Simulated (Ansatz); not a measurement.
The reference is SnTe in the rock salt structure (space group Fm-3m, No. 225; a = 6.409 Å).

The change: a negative pressure, −2 GPa.

Level of theory: PBE (Ansatz, a first-principles code, PAW, no spin-orbit coupling).

Base, band edges from the VBM (valence, conduction): X -3.49, 2.39; W -0.81, 0.86; L 0.00, 0.05; Γ -2.00, 3.25; K -2.58, 2.92; U -2.58, 2.92 eV.

Task: Give the band edges at the high-symmetry points of the new zone, measured from its valence-band maximum.

Result: 
```csv
point,valence edge (eV),conduction edge (eV)
Γ,-1.74,3.24
X,-3.12,2.71
U,-2.33,2.92
K,-2.33,2.92
L,0.00,0.20
W,-0.69,0.97
```

The gap is 0.20 eV, direct at L.

Spin-orbit coupling, missing from the scalar runs, can matter with Te. Load acts through the strain it causes; cell and atoms are relaxed under it. No phonon test of stability was made. A zero or small gap of SnTe can be the functional's error rather than a property of the material.
